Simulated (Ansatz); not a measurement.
For ScGeO (model structure, started from the ZrSiS type, P4/nmm, No. 129, 6 atoms in the cell), PBEsol (plane waves, PAW; Ansatz, a program for electronic structure) gives:

| Item | Value |
|---|---|
| lattice constant a | 3.335 Å |
| c axis length | 7.460 Å |
| bulk modulus | 116 GPa |
| cohesive energy | 5.89 eV/atom |

What does r²SCAN (Ansatz, plane waves, PAW) give for the same quantities?


- lattice constant a: 3.347 Å (rises by 0.4 %)
- lattice parameter c: 7.527 Å (grows by 0.9 %)
- bulk modulus: 118 GPa (hardly moves)
- cohesive energy: 5.51 eV/atom (falls by 0.38 eV/atom)

Changes are worked out from the printed values.

Unless a cell is named, each level is at its own relaxed cell (PBEsol 13.82, r²SCAN 14.05 Å³/atom).

Caveats: the bulk modulus is −V dP/dV from two relaxed cells at ±2 % in volume (PBEsol, r²SCAN). Ansatz's density-functional and Hartree–Fock values are scalar-relativistic unless marked +SOC, with PAW data made under PBE.

A model structure was made by putting elements into a prototype or built by hand; it is no filed structure, need not be a known phase, and can be a saddle point held by its symmetry.
